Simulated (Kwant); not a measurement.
Kwant, one-band effective-mass tight-binding model in one dimension, coherent, no space charge, current by the Tsu-Esaki formula.

Model system: GaAs/Al0.3Ga0.7As stack with 3 barriers. One parabolic valley. Leads of mass 0.067 mₑ with the band edge at 0; grid 0.1 nm; bias swept from 0.0096 to 0.36 V, dropping linearly over the stack. Emitter Fermi level 0.02 eV, 4 K, equal in the collector.

```
layer  thickness (nm)  band offset (eV)  mass (mₑ)
-----  --------------  ----------------  ---------
1                   2              0.24      0.092
2                 6.2                 0      0.067
3                   2              0.24      0.092
4                 6.2                 0      0.067
5                   2              0.24      0.092
```

The device is made up for the run: typed textbook-type constants, with dimensions and the other settings drawn at random.

Sweep values stay those of the base run.

One input was changed, with this effect: J at bias = 0.2633 V 2290 → 725 A/cm²; J at bias = 0.3600 V 4920 → 1250 A/cm².

Q: Which change was it?
A. width of the first well 6.2 → 3.7 nm
B. Fermi level in the emitter 0.02 → 0.015 eV
C. thickness of the first barrier 2 → 2.8 nm
D. height of the first barrier 0.24 → 0.29 eV

A: C, thickness of the first barrier 2 → 2.8 nm
